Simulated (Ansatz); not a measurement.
Input and output of a relaxation of cell and atoms for MgB2 (P6/mmm, 3 atoms in the cell) (Ansatz, a first-principles code).

Level of theory: PBE, PAW files (plane waves; Ansatz).

```yaml
crystal:
  lattice:
    - [2.99722, 0.00000, 0.00000]
    - [-1.49861, 2.59567, 0.00000]
    - [0.00000, 0.00000, 3.44552]
  atoms:
    - { symbol: Mg, position: [0.00000, 0.00000, 0.00000] }
    - { symbol: B, position: [0.66667, 0.33333, 0.50000] }
    - { symbol: B, position: [0.33333, 0.66667, 0.50000] }
```

Reference input (self-consistent single point, DFT, PBE, plane waves, PAW files): kpoints.mp_grid.grid = 13 13 10; hamiltonian.xc = pbe; hamiltonian.pseudopotentials = {kind: paw} (an earlier, softer set of the program's PAW files); scf.occupations.method = fermi_dirac; scf.occupations.width = 0.1 eV. This run's input differs from it in these lines:

```diff
@@ -21,2 +21,4 @@
     width: 0.1 eV
+relax:
+  cell: {}
 output:
```

Output, abridged:

```
   [... SCF lines of the steps left out ...]
relax step   1: F+E_penalty+E_count = -2235.95533185 eV  Δ(F+E_penalty+E_count) = +0.000e0 eV  max|allowed force component| = 1.604e-16 eV/Å  Δτ_max = 0.0000 Å  P = +12.996 GPa  Ω = 26.805 Å³  (7 SCF iters, dr2 threshold 1.00e-7 eV, accepted)
relax step   2: F+E_penalty+E_count = -2236.02061101 eV  Δ(F+E_penalty+E_count) = -6.528e-2 eV  max|allowed force component| = 1.912e-16 eV/Å  Δτ_max = 0.0000 Å  P = +4.887 GPa  Ω = 27.997 Å³  energy of the carried Pulay correction = -1.041e-3 eV  [...]
   [... lines left out ...]
relax step   7: F+E_penalty+E_count = -2236.03499456 eV  Δ(F+E_penalty+E_count) = +7.966e-6 eV  max|allowed force component| = 9.560e-17 eV/Å  Δτ_max = 0.0000 Å  P = +0.002 GPa  Ω = 28.877 Å³  energy of the carried Pulay correction = -1.289e-5 eV  [...]
relax step   8: F+E_penalty+E_count = -2236.03500259 eV  Δ(F+E_penalty+E_count) = -8.023e-6 eV  max|allowed force component| = 9.869e-17 eV/Å  Δτ_max = 0.0000 Å  P = +0.002 GPa  Ω = 28.877 Å³  stress off target by 3.27e-3 GPa  SCF on the basis [...]
basis re-selected at this cell: Δ(F+E_penalty+E_count) = -8.023e-6 eV, ΔP = -0.000 GPa vs the last step
the relaxation is at rest under the 24 symmetry operations that the run kept from its start: a minimum is not shown …
Stability not checked: this state was not tested for a lower state beside it, because too few of the mixer's solves of this state at the end of the SCF gave a …
Free energy (F): -2236.035003 eV
Internal energy: -2236.012025 eV  (E = F + TS)
   [... lines left out ...]
Fermi energy:    9.209405 eV
   [... lines left out ...]
  cell:  # Å, volume = 28.8771 Å³
    - [3.073670290287637, -2.9603869045254986e-7, 0.0]
    - [-1.536834888766792, 2.661876702265929, 0.0]
    - [0.0, 0.0, 3.5294549215935547]
  atoms:
    - { symbol: Mg, position: [1.2808054533066071e-34, -5.977052099844283e-35, 0.0] }
    - { symbol: B, position: [0.6666666666666666, 0.3333333333333333, 0.5] }
    - { symbol: B, position: [0.3333333333333333, 0.6666666666666667, 0.5] }
```

The run converged. 

Summary of the result:
* **Free energy E − TS (on the zero of these files)**: -2236.0350 eV
* **Fermi level (on the code's own zero)**: 9.21 eV
* **Pressure**: 0.00 GPa
* **Final cell**: a = 3.0737 Å, b = 3.0737 Å, c = 3.5295 Å, α = 90.00°, β = 90.00°, γ = 120.00°
* **Final volume per atom**: 9.63 Å³
* **Relaxation steps**: 8

The starting cell comes from a database of computed structures (which also holds hypothetical and non-ambient phases and stackings), without a prior relaxation at this level. Its lattice was rescaled by a random factor within 2.5 % of one. The relaxation keeps the symmetry of its start, so its end need not be a minimum. Ansatz's pressure includes its estimate of the finite-basis (Pulay) stress.

Keys are those of Ansatz 0.2.
